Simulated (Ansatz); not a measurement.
SrHg$_{2}$In$_{2}$ (I4/mmm), PBEsol, DFPT electron-phonon coupling, linearised Boltzmann equation (Ansatz, a quantum-chemistry and plane-wave program). Phonon-limited resistivity 26.5 μΩ·cm at 300 K along z (a = (-2.28, 2.28, 6.37) Å; b = (2.28, -2.28, 6.37) Å; c = (2.28, 2.28, -6.37) Å), current-weighted mean free path 7.5 nm, Drude plasma energy 4.89 eV.

Question: What is the classical skin depth at 1 GHz (nonmagnetic, μ₀ = 1.257×10⁻⁶ H/m)?

Answer: δ = √(ρ/(π f μ₀)) = 8190 nm.

Question: Estimate the resistivity of a 40 nm square wire with diffuse walls from ρ ≈ ρ₀(1 + 3ℓ/4d).

Answer: 1 + 0.75 × 7.5/40 = 1.14, so ρ ≈ 30.2 μΩ·cm and a line 1 μm long has 189 Ω. The formula is the free-electron limit for d well above ℓ; grain boundaries add to it.

Question: What Drude relaxation time do resistivity and plasma energy imply?

Answer: ω_p = 7.43e15 s⁻¹, so τ = 1/(ε₀ ω_p² ρ) = 7.72 fs, a damping ħ/τ of 85.2 meV.

A metal at this level (no band gap). Only scattering by harmonic phonons is included (no impurities, grain boundaries, electron-electron scattering or thermal expansion). Spin-orbit coupling is left out, which matters with elements this heavy. Halving the electron mesh (20x20x20) moves the resistivity by up to 9 % at 300 K, the mean free path by up to 4 %. Smearing 0.20 eV; phonons on a 4x4x4 q mesh, which this run doesn't test.

Computed structure with no diffraction record at hand here (it may be known, metastable or hypothetical): SrHg2In2 (I4/mmm).
